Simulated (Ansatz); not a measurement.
Element substitutions in Cu2O

The reference is Cu₂O (space group Pn-3m, No. 224; a = 4.2221 Å).

Each row replaces one element on all its sites; cell and atoms are relaxed.

Levels (all Ansatz, a first-principles code, PAW, earlier PAW set): PBEsol (420 eV, no spin-orbit coupling); r2SCAN (500 eV, no spin-orbit coupling); PBEsol+SOC (420 eV, with spin-orbit coupling).

Band gaps by level, all at the geometries relaxed with PBEsol:

```csv
case,PBEsol,r2SCAN,PBEsol+SOC
base,0.56 eV,0.83 eV,0.47 eV
Cu → V,zero,zero,zero
Cu → Al,zero,zero,zero
O → N,zero,zero,zero
```

Single points use the geometry relaxed with PBEsol. Differences between runs with and without spin-orbit coupling are approximate. Whether these cells are dynamically stable was not tested. As relaxed here, V2O, Al2O and Cu2N are hypothetical phases, not in the database extracts checked. Starting moments died away, wholly or in part, for Cu → V; another magnetic solution may exist. No Hubbard U is applied, and correlation can decide whether such a compound is a metal. The runs without spin-orbit coupling are not spin-polarised. Cu2N has a high density of states at the Fermi level and may be magnetic at this level.
